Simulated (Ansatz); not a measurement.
Functionals compared on a constructed model of the (0001) surface of hcp Ti, a pseudomorphic layer of Nb in the host's stacking (bottom of the slab: a bare face, its two planes held), in Ansatz (plane waves, PAW). The structure was relaxed with PBE; the other rows are single points on it. Cutoff 420 eV (500 eV for r2SCAN).

Set-up: 7 atoms, 14.5 Å thick at the start; mesh 15x15x1; 0.1 eV smearing; dipole correction on; 2 atoms held, the rest relaxed; symmetry of the start imposed; no spin, no spin-orbit, no U. It is one candidate, not shown to be the stable structure of the face. These notes are the PBE run's.

| functional | work function of the top face (eV) | rough cost of the single point |
|---|---|---|
| PBE | 4.71 | – |
| RPBE | 4.58 | around 30 core-seconds (rough) |
| r2SCAN | [?] | around 70 core-seconds (rough) |

Q: What belongs in the gaps?

A: 
- r2SCAN, work function of the top face (eV): 4.77

Ansatz is a quantum-chemistry and plane-wave program.
